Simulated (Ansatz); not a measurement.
Take BP in the zinc blende structure (space group F-43m, No. 216; a = 4.520 Å) as the base. Axes: x, y, z lie along the cube axes.

Now apply this change: the cell is compressed by 0.89 % along y with no lateral relaxation; the atoms relax in the strained cell.

Levels (all Ansatz, a quantum-chemistry and plane-wave program, PAW): PBEsol (420 eV, scalar-relativistic without spin-orbit coupling); HSE06+SOC (420 eV, with spin-orbit coupling).

The geometry is relaxed with PBEsol.

* **PBEsol valence-band top at Γ**: 0.00, -0.09, -0.09 eV
* **PBEsol lowest conduction level above the VBM at special points**: M 1.06 eV; X 1.16 eV; S₀ 1.85 eV; Γ 3.30 eV

With HSE06+SOC at the same geometry, the valence-band top at Γ (three highest Kramers pairs, from the VBM) becomes 0.00, -0.08, -0.12 eV (PBEsol: 0.00, -0.09, -0.09 eV); the lowest conduction level above the VBM at special points goes from M 1.06 eV; X 1.16 eV; S₀ 1.85 eV; Γ 3.30 eV to M 1.88 eV; X 1.99 eV; S₀ 2.74 eV; Γ 4.26 eV.

Single points use the geometry relaxed with PBEsol. HSE06 gaps are upper bounds (no full band path). The spin-orbit shifts are approximate. The levels and masses belong to the bands next to the band gap. Stability against distortions was not tested. Labels are those of the standard path for the cell's own space group.
